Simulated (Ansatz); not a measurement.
Consider CdS in the zinc blende structure (space group F-43m, No. 216; a = 5.878 Å). Axes: x, y, z lie along the cube axes.

Calculations: r2SCAN, PAW, 500 eV (Ansatz, an electronic-structure program; no spin-orbit coupling).

Base values:

```
Quantity              Result
-------------------  -------
Band gap             1.54 eV
Smallest direct gap  1.54 eV
```

Modification: a free-standing slab of 1 layer (2 atoms, 2 a layer) is cut normal to [110], with 15 Å of vacuum and the in-plane cell held at bulk.

**Question.** What does the calculation give for the band gap after the change?

**Answer.** The band gap increases by 0.87 eV to 2.41 eV.

**Question.** Estimate the effect on the smallest direct gap.

**Answer.** The smallest direct gap rises by 1.182 eV (1.54 eV → 2.73 eV).

No phonon test of stability was made.
